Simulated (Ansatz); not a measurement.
The reference is HfO$_{2}$ in the fluorite structure (space group Fm-3m, No. 225).

```yaml
crystal:
  lattice:
    - [0.00000, 2.52923, 2.52923]
    - [2.52923, 0.00000, 2.52923]
    - [2.52923, 2.52923, 0.00000]
  atoms:
    - { symbol: Hf, position: [0.00000, 0.00000, 0.00000] }
    - { symbol: O, position: [0.25000, 0.25000, 0.25000] }
    - { symbol: O, position: [0.75000, 0.75000, 0.75000] }
```

Cartesian axes are those of the cell as printed.

All numbers come from r2SCAN/PAW in Ansatz (a first-principles code), no spin-orbit coupling.

Strains are applied to the cell and any free atomic positions relax; under biaxial strain the out-of-plane vector relaxes too.

One change was made to it. Results:

The energy grows by 34 meV/atom; the pressure goes from zero to 18.41 GPa.

Q: What was done to the base?
(A) biaxial strain −0.55 %, plane normal [001], relaxed out of plane
(B) isotropic strain +0.81 %
(C) tensor shear ε_xz = −0.71 %
(D) isotropic strain −1.98 %
(E) strain tensor (xx, yy, zz, yz, xz, xy) = (−0.98, +1.63, −0.68, −1.15, −0.44, +0.31) %

A: D, isotropic strain −1.98 %. For comparison, the energy relative to the base in the other runs: tensor shear ε_xz = −0.71 % gives +0.5 meV/atom; biaxial strain −0.55 %, plane normal [001], relaxed out of plane gives +1.4 meV/atom; strain tensor (xx, yy, zz, yz, xz, xy) = (−0.98, +1.63, −0.68, −1.15, −0.44, +0.31) % gives +8.3 meV/atom; isotropic strain +0.81 % gives +5.2 meV/atom.

Whether these cells are dynamically stable was not tested. This is not the structure that HfO2 has at room temperature and ambient pressure.
